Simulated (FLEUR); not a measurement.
A self-consistent single point of NbN (Fm-3m, 2 atoms in the cell) with FLEUR

Method: PBE, all-electron FLAPW (FLEUR), scalar-relativistic valence.

This input was run:

Input of the input generator:

```
NbN
&input film=f /
-0.0000000000 0.7071067812 0.7071067812
0.7071067812 -0.0000000000 0.7071067812
0.7071067812 0.7071067812 -0.0000000000
6.0489176327
1.0 1.0 1.0

2
41 0.5000000000 0.5000000000 0.5000000000
7 0.0000000000 0.0000000000 0.0000000000

&comp jspins=1 /
&kpt div1=10 div2=10 div3=10 gamma=t /
&end /
```

```xml
<?xml version="1.0" encoding="UTF-8" standalone="no"?>
<fleurInput fleurInputVersion="0.39">
   <comment>
      NbN                                                                                                 
   </comment>
   <calculationSetup>
      <cutoffs Kmax="4.3" Gmax="17.2" GmaxXC="17.2" numbands="0"/>
      <scfLoop itmax="100" minDistance="0.00001" maxIterBroyd="40" imix="Anderson" alpha="0.05" precondParam="0.0" spinf="2.0"/>
      <coreElectrons ctail="T" frcor="F" kcrel="0" coretail_lmax="0"/>
      <xcFunctional name="pbe" relativisticCorrections="F"/>
      <magnetism jspins="1"/>
      <soc l_soc="F" theta="0.0" phi="0.0" spav="F"/>
      <expertModes spex="0" secvar="F"/>
      <geometryOptimization l_f="T" forcealpha="1.0" forcemix="BFGS" epsdisp="0.00001" epsforce="0.00001"/>
      <ldaU l_linMix="F" mixParam="0.05" spinf="1.0"/>
   </calculationSetup>
   <cell>
      <bzIntegration valenceElectrons="18.0" mode="gauss" fermiSmearingEnergy="0.00499791">
         <kPointListSelection listName="default-1"/>
         <!-- k-points included here -->
         <xi:include xmlns:xi="http://www.w3.org/2001/XInclude" href="kpts.xml"> </xi:include>
      </bzIntegration>
      <!-- symmetry operations included here -->
      <xi:include xmlns:xi="http://www.w3.org/2001/XInclude" href="sym.xml"> </xi:include>
      <bulkLattice scale="1.0">
         <bravaisMatrix>
            <row-1>    0.0000000000000000     4.2772306770024215     4.2772306770024215</row-1>
            <row-2>    4.2772306770024215     0.0000000000000000     4.2772306770024215</row-2>
            <row-3>    4.2772306770024215     4.2772306770024215     0.0000000000000000</row-3>
         </bravaisMatrix>
      </bulkLattice>
   </cell>
   <atomSpecies>
      <species name="Niobium (Nb)" element="Nb" atomicNumber="41">
         <mtSphere radius="2.50" gridPoints="879" logIncrement="0.015"/>
         <atomicCutoffs lmax="10" lnonsphr="8"/>
         <electronConfig flipSpins="F">
            <coreConfig>(1s1/2) (2s1/2) (2p1/2) (2p3/2) (3s1/2) (3p1/2) (3p3/2) (3d3/2) (3d5/2)</coreConfig>
            <valenceConfig>(4s1/2) (4p1/2) (4p3/2) (5s1/2) (4d3/2) (4d5/2)</valenceConfig>
            <stateOccupation state="(5s1/2)" spinUp="0.5" spinDown="0.5"/>
            <stateOccupation state="(4d3/2)" spinUp="0.8" spinDown="0.8"/>
            <stateOccupation state="(4d5/2)" spinUp="1.2" spinDown="1.2"/>
         </electronConfig>
         <energyParameters s="5" p="5" d="4" f="4"/>
         <lo type="SCLO" l="0" n="4" eDeriv="0"/>
         <lo type="SCLO" l="1" n="4" eDeriv="0"/>
      </species>
      <species name="Nitrogen (N)" element="N" atomicNumber="7">
         <mtSphere radius="1.41" gridPoints="499" logIncrement="0.021"/>
         <atomicCutoffs lmax="6" lnonsphr="4"/>
         <electronConfig flipSpins="F">
            <coreConfig>(1s1/2)</coreConfig>
            <valenceConfig>(2s1/2) (2p1/2) (2p3/2)</valenceConfig>
            <stateOccupation state="(2p1/2)" spinUp="0.5" spinDown="0.5"/>
            <stateOccupation state="(2p3/2)" spinUp="1.0" spinDown="1.0"/>
         </electronConfig>
         <energyParameters s="2" p="2" d="3" f="4"/>
      </species>
   </atomSpecies>
   <atomGroups>
      <atomGroup species="Niobium (Nb)">
         <relPos label="                   1">1.000/2.000 1.000/2.000 1.000/2.000</relPos>
         <force calculate="T" relaxXYZ="TTT"/>
      </atomGroup>
      <atomGroup species="Nitrogen (N)">
         <relPos label="                   2">.0000000000 .0000000000 .0000000000</relPos>
         <force calculate="T" relaxXYZ="TTT"/>
      </atomGroup>
   </atomGroups>
   <output dos="F" band="F" slice="F">
      <checks vchk="F" cdinf="F"/>
      <bandDOS minEnergy="-.5*Htr" maxEnergy="0.5*Htr" sigma="0.015" storeEVData="T"/>
      <vacuumDOS vacdos="F" integ="F" star="F" nstars="0" locx1="0.0" locy1="0.0" locx2="0.0" locy2="0.0" nstm="0" tworkf="0.0"/>
      <unfoldingBand unfoldBand="F" supercellX="1" supercellY="1" supercellZ="1"/>
      <plotting iplot="0" polar="F">
         <plot TwoD="T" vec1="  1.0  0.0  0.0" vec2="  0.0  1.0  0.0" vec3="  0.0  0.0  1.0" zero="  0.0  0.0  0.0" file="plot"/>
      </plotting>
      <chargeDensitySlicing numkpt="0" minEigenval="0.0" maxEigenval="0.0" nnne="0" pallst="F"/>
      <specialOutput eonly="F"/>
      <magneticCircularDichroism mcd="F" energyLo="-10.0" energyUp="0.0"/>
   </output>
  <!-- We include the file relax.xml here to enable relaxations (see documentation) -->
  <xi:include xmlns:xi="http://www.w3.org/2001/XInclude" href="relax.xml"> <xi:fallback/> </xi:include>
</fleurInput>
```

Log, with long lists cut:

```
      Welcome to FLEUR        (www.flapw.de)
      MaX-Release 8.1          (www.max-centre.eu)

 ========== k-point set info ==========
 Selected k-point list: default-1
 k-point list type: mesh
 10 x 10 x 10
 Number of k points: 47

 ------------Calculation Setup---------------------------
 Number of basis functions:          234
 Iteration:     1   Distance:      31.43183769 me/bohr^3
 Iteration:     2   Distance:      26.19075764 me/bohr^3
 Iteration:     3   Distance:       8.95863685 me/bohr^3
 Iteration:     4   Distance:      11.78077051 me/bohr^3
 Iteration:     5   Distance:       2.00620059 me/bohr^3
 Iteration:     6   Distance:       1.42726042 me/bohr^3
   [... 5 lines left out ...]
 Iteration:    12   Distance:       0.00198342 me/bohr^3
 Iteration:    13   Distance:       0.00088528 me/bohr^3
 Iteration:    14   Distance:       0.00009271 me/bohr^3
 Iteration:    15   Distance:       0.00001822 me/bohr^3
 Iteration:    16   Distance:       0.00000174 me/bohr^3
 Run finished successfully
 Stop message:
   Structural relaxation: Done

[file out, last iteration]
             iter=     17
          p o t e n t i a l   g e n e r a t o r
[...]
          integral of pseudo charge density inside the slab=        0.000000   0.000000
     coulomb potential in the interstitial region:
          density-coulomb potential integrals
          total density-coulomb potenti    -6130.9732801419
          density-effective potential integrals for spin  1
          total density-effective poten   -6.2949937851E+03
          charge density-energy density integrals
          total charge density-energy d   -1.2594235183E+02
 Updated energy parameters for spin:           1
  Atom    1 5s branch from -1.46 to  2.45 htr. ; e_l =  0.3660
  Atom    1 5p branch from -0.53 to  3.12 htr. ; e_l =  0.4785
  Atom    1 4d branch from -6.57 to  0.92 htr. ; e_l =  0.4799
  Atom    1 4f branch from -9.99 to  2.40 htr. ; e_l =  0.7389
  Atom    1 4s branch from-15.49 to -1.46 htr. ; e_l(l -1.5000
  Atom    1 4p branch from-12.10 to -0.53 htr. ; e_l(l -0.6227
  Atom    2 2s branch from-13.34 to  1.71 htr. ; e_l = -0.1409
  Atom    2 2p branch from -9.99 to  1.79 htr. ; e_l =  0.1586
  Atom    2 3d branch from -9.99 to  6.31 htr. ; e_l =  0.3927
  Atom    2 4f branch from -9.99 to 10.69 htr. ; e_l =  0.5528
[...]
 fermi energy and band-weighting factors:
at   0.00000   0.00000   0.00000   k-weight:    0.001000
   15 eigenvalues :
   -1.503371   -0.611521   -0.611521   -0.611521   -0.055410    0.459197    0.459197    0.459197
    0.505944    0.505944    0.505944    0.566210    0.566210    0.662205    0.918724
   [... 2 blocks of this kind left out ...]

[...]
FERMIE:
          first approx. to ef    (T=0)  :   0.571572 htr   (energy of the highest occ. eigenvalue)
          number of occ. states  (T=0)  :        432
          first approx. to seigv (T=0)  :  -3.573667 htr
          sum of weights of occ. states :   9.006000
          sum of semicore charge        :   0.000000 e
          fermi energy=   0.57214 har   work function= -15.56873 ev
          number of valence electrons=  18.00000
   [... lines left out ...]
          total moment                 =     0.00000
 Direct bandgap for spin            1 :    2.5195349380192633E-003  Htr
   [... lines left out ...]
          0.00001104  electrons lost from core.
          total charge for spin  1=   48.000000
          interst. charge =       3.738757
          mt charge=             38.975644    5.285600
          total charge  =   48.000000
          zc=    48.000000     qfix=    1.000000
     t o t a l  e n e r g y
          sum of eigenvalues =             -2286.2130375538
          density-coulomb potential int    -6130.9732801419
          density-effective potential i    -6294.9937851070
          charge density-ex.-corr.energ     -125.9423518252
          el.-nucl. inter. diff. m.t.       4600.4340811511
          Madelung term for atom type:       -25.4795347613
          el.-nucl. inter. diff. m.t.         61.3966004147
          Madelung term for atom type:        -5.3382485769
 ---->    total energy=                    -3875.2967092471 htr
 ---->    (input%tkb*entropy) TS=              0.0000000000 htr
 ---->    free energy=                     -3875.2967092471 htr
      extrapolation for T->0
 ---->    total electron energy=           -3875.2967092471 htr
 ***** TOTAL FORCES ON ATOMS *****
 TOTAL FORCE FOR ATOM TYPE=  1  X=  4.277   Y=  4.277   Z=  4.277
                       FX_TOT= 0.000000 FY_TOT= 0.000000 FZ_TOT= 0.000000
 TOTAL FORCE FOR ATOM TYPE=  2  X=  0.000   Y=  0.000   Z=  0.000
                       FX_TOT= 0.000000 FY_TOT= 0.000000 FZ_TOT= 0.000000
 Structural relaxation: Done
```

The run converged in 16 iterations. FLEUR gives forces in its relaxation mode, with a further iteration, so its stop message speaks of a relaxation.

The starting cell comes from a database of computed structures (which also holds hypothetical and non-ambient phases and stackings), without a prior relaxation at this level. Its lattice was rescaled by a random factor within 2.5 % of one. Spin polarisation is off. Values depend on the basis (sphere radii, cutoffs, local orbitals), which need not be converged. The log's line on a gap gives a spacing of levels on this mesh, which the program prints for metals too.
